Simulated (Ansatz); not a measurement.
The cell is built on a prototype and need not be the phase stable at ambient conditions.

By PBEsol, the system below comes out a metal.

A figure of merit of an interconnect metal is its ballistic conductance per area.

Consider the following.

```yaml
crystal:
  lattice:
    - [4.64243, 0.00000, 0.00000]
    - [0.00000, 2.67921, 0.00000]
    - [2.32121, 0.00000, 4.02046]
  atoms:
    - { symbol: Ta, position: [0.00000, 0.00000, 0.00000] }
    - { symbol: Ge, position: [0.33333, 0.50000, 0.33333] }
    - { symbol: Ge, position: [0.66667, 0.50000, 0.66667] }
```

Space group of this cell: P6/mmm. The cell was relaxed by PBE-D3(BJ); by PBEsol its mean pressure is -0.9 GPa.

The current flows along the normal of the first two printed cell vectors. No spin-orbit coupling; the value is a mean over 0.1 eV about the Fermi level.

Give the ballistic conductance per area that PBEsol (Ansatz, a first-principles code) yields.

0.99 × 10¹⁵ S/m² for both spins.
